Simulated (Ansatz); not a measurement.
Take CoPtO2 (space group R-3m, No. 166; a = 2.854 Å, c = 17.904 Å (hexagonal axes); non-magnetic) as the base.

All numbers come from Ansatz (an electronic-structure program), PBE, PAW, cutoff 420 eV, spin-orbit coupling left out.

Base values:

* **Volume per atom**: 10.52 Å³

The change: a negative pressure, −2 GPa.

Task: Estimate the effect on the volume per atom.

Result: The volume per atom increases by 0.10 Å³, from 10.52 Å³ to 10.62 Å³.

Load acts through the strain it causes; cell and atoms are relaxed under it. No phonon test of stability was made. Starting moments died away, wholly or in part, for the base; another magnetic solution may exist. No Hubbard U is applied and the magnetic state is the run's own (CoPtO2 not spin-polarised; CoPtO2 non-magnetic); small cells can't hold the antiferromagnetic order that many such compounds have, so gaps and moments can be off. The final runs are not spin-polarised. An odd electron count without spin: CoPtO2.
